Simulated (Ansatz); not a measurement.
A self-consistent single point of Mg7Cu (P1, 8 atoms in the cell) with Ansatz (a quantum-chemistry and plane-wave program).

Method: PBEsol, PAW files made with PBE (plane waves; Ansatz).

The change in words: atoms moved at random. Reference geometry:
```xyz
8
Lattice="6.1967 0.0000 0.0000 -3.0984 5.3665 0.0000 0.0000 0.0000 5.0107" Properties=species:S:1:pos:R:3 pbc="T T T"
Mg     0.0000     1.7809     0.0000
Mg    -1.5561     4.4761     0.0000
Mg     1.5561     4.4761     0.0000
Mg     4.5993     2.6554     2.5053
Mg     3.0984     0.0557     2.5053
Mg     1.5974     2.6554     2.5053
Mg     0.0000     0.0000     2.5053
Cu     3.0984     1.7888     0.0000
```

Reference input (self-consistent single point, DFT, PBEsol, plane waves, PAW files made with PBE): kpoints.mp_grid.grid = 4 4 5; hamiltonian.xc = pbesol; hamiltonian.pseudopotentials = {kind: paw} (the program's default PAW files); scf.occupations.method = gaussian; scf.occupations.width = 0.1 eV. This run's input differs from it in these lines:

Ansatz 0.2 input:
```diff
@@ -6,10 +6,10 @@
   atoms:
-    - { symbol: Mg, position: [0.165927, 0.331853, 0.000000] }
-    - { symbol: Mg, position: [0.165927, 0.834073, 0.000000] }
-    - { symbol: Mg, position: [0.668147, 0.834073, 0.000000] }
-    - { symbol: Mg, position: [0.989627, 0.494813, 0.500000] }
-    - { symbol: Mg, position: [0.505187, 0.010373, 0.500000] }
-    - { symbol: Mg, position: [0.505187, 0.494813, 0.500000] }
-    - { symbol: Mg, position: [0.000000, 0.000000, 0.500000] }
-    - { symbol: Cu, position: [0.666667, 0.333333, 0.000000] }
+    - { symbol: Mg, position: [0.171455, 0.336046, 0.014485] }
+    - { symbol: Mg, position: [0.165116, 0.836373, 0.001813] }
+    - { symbol: Mg, position: [0.662431, 0.827688, -0.017351] }
+    - { symbol: Mg, position: [0.983630, 0.497304, 0.498891] }
+    - { symbol: Mg, position: [0.505906, 0.006439, 0.504742] }
+    - { symbol: Mg, position: [0.511110, 0.495545, 0.502868] }
+    - { symbol: Mg, position: [0.005052, 0.006685, 0.498005] }
+    - { symbol: Cu, position: [0.661970, 0.327253, -0.003453] }
 kpoints:
```

Output, abridged:

```
SCF iter   1: F=—  HF=-20000.201001 eV  |F-HF|=—  |Δ(HF+E_count)|=         —  Δρ=7.30e-1  dr2=8.56e2  ethr=3.10e-3  ⟨swp⟩=9.9  Hψ=10008  notcnv=0  defer=1
all-band conjugate gradients solve this SCF's bands
preconditioner: auto → Kerker (q_TF=auto, 2.458 Å⁻¹)
SCF iter   2: F=—  HF=-19973.322783 eV  |F-HF|=—  |Δ(HF+E_count)|=    2.69e1  Δρ=5.32e-2  dr2=1.51e0  ethr=3.10e-3  ⟨swp⟩=4.0  Hψ=5974  notcnv=0  defer=116
   [... lines left out ...]
SCF iter   8: F=—  HF=-19972.783259 eV  |F-HF|=—  |Δ(HF+E_count)|=   1.54e-5  Δρ=2.90e-4  dr2=1.53e-4  ethr=3.12e-7  ⟨swp⟩=1.0  Hψ=2133  notcnv=0  defer=135
SCF iter   9: F=—  HF=-19972.783248 eV  |F-HF|=—  |Δ(HF+E_count)|=   1.03e-5  Δρ=2.22e-4  dr2=8.53e-5  ethr=1.72e-7  ⟨swp⟩=1.0  Hψ=2133  notcnv=0  defer=135
SCF iter  10: F=—  HF=-19972.783246 eV  |F-HF|=—  |Δ(HF+E_count)|=   2.38e-6  Δρ=1.23e-5  dr2=3.50e-7  ethr=9.58e-8  ⟨swp⟩=2.0  Hψ=2480  notcnv=0  defer=135
SCF iter  11: F=-19972.783246 eV  HF=-19972.783246 eV  |F-HF|=4.71e-9  |Δ(HF+E_count)|=   1.96e-8  Δρ=3.58e-6  dr2=2.27e-8  ethr=1.12e-10  ⟨swp⟩=12.7  Hψ=9982  notcnv=0
SCF 1 converged in 11 iterations: F = -19972.783246 eV  dr2 = 2.27e-8
Free energy (F): -19972.783246 eV
Internal energy: -19972.764508 eV  (E = F + TS)
E sigma→0 (E₀):  -19972.773877 eV
Entropy (-TS):   -0.018738 eV (-2.342 meV/atom)
Fermi energy:    6.353363 eV
--- Forces (eV/Å), atoms counted from 1 ---
  atom   1  Mg    -0.09760058    -0.05166818    -0.25579768
  atom   2  Mg     0.03674843    -0.02325423    -0.02583940
  atom   3  Mg     0.10438842     0.13713039     0.34751228
  atom   4  Mg     0.14285004    -0.06257460     0.10381398
  atom   5  Mg    -0.05785709     0.09239862    -0.16852818
  atom   6  Mg    -0.08129171    -0.07318176    -0.06809739
  atom   7  Mg    -0.04448282    -0.04886124     0.04852681
  atom   8  Cu    -0.00274756     0.03001513     0.01841371
--- Stress (GPa, compression-positive) ---
       -0.137440      -0.032236      -0.034741
       -0.032236      -0.234380      -0.079664
       -0.034741      -0.079664      -2.516912
  P = ⅓ Tr σ = -0.9629 GPa (-9.629 kbar)
  The stress holds the Pulay correction. Without it, at fixed plane waves, as pw.x and ABINIT print it: P = -0.9752 GPa
```

The run converged in 11 iterations. Against the reference run the free energy goes up by 4.9 meV/atom, the pressure hardly changes (-1.06 to -0.96 GPa) and the largest force goes from 0.062 to 0.388 eV/Å.

The starting cell comes from a database of computed structures (which also holds hypothetical and non-ambient phases and stackings), without a prior relaxation at this level. For this run, on top of that: atoms moved at random. Spin polarisation is off. Ansatz's pressure includes its estimate of the finite-basis (Pulay) stress.
